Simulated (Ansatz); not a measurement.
## A constructed model of the (000-1) surface of 4H silicon carbide, C-terminated, (√3x√3)R30° Ag adatom at H3 (bottom of the slab: 3 H on 3 bottom sites)

Level of theory: PBE (plane waves to 420 eV, PAW; Ansatz, a program for electronic structure).

Slab: 28 atoms, 11.2 Å thick at the start with caps and adatoms (thin: gaps and levels are the slab's own); k 6x6x1, smearing 0.025 eV, dipole-corrected; 6 atoms held, the rest relaxed; held to the start's symmetry, so lower structures may exist; no spin (no spin-polarised run to compare, though such a face may carry moments), no spin-orbit, no U. The slab shows no gap on its mesh. In PBE it is, or lies within 0.01 eV a 1x1 cell of, the lowest of the 2 structures of its composition computed so far; subsurface sites and larger cells were not tried.

work function of the top face: 4.17 eV
energy released by relaxation: 0.41 eV
cost: around 3 core-minutes (rough)
